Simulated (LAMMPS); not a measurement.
System: Si (diamond structure), 1000 atoms, at 200 K and 0 GPa, heated as the crystal.

Level of theory: classical MD, pair style meam/spline, file Si_1.meam.spline, run in LAMMPS.

* **state found**: crystal; no diffusion seen in 30 ps
* **density**: 2.3441 ± 0.0002 g/cm³
* **volume per atom**: 19.895 ± 0.001 Å³
* **enthalpy per atom**: -4.5539 ± 0.0001 eV
* **first peak of g(r)**: 2.34 Å, height 10.3
* **coordination number**: 4.00 (counted to 2.98 Å)
* **most common Si-Si-Si angle**: in the 3° bin centred on 109.5° (mean of all 109°)
* **mean frequency of the velocity spectrum**: 10.1 THz
* **cost**: roughly 7 core-minutes

Potential: file Si_1.meam.spline of the LAMMPS distribution; its header cites Lenosky, Sadigh, Alonso, Bulatov, de la Rubia, Kim, Voter and Kress, Modell Simul Mater Sci Eng, 8, 825 (2000).

States go by the mean squared displacement: a species diffuses where it passes 1.5 Å², still rises and gives D over 1e-6 cm²/s; a crystal has left its structure where atoms lie 0.35 Å off their sites on average or a cubic box changes its shape by 3 %.

The ± values are statistical; the model's systematic error is not in them.
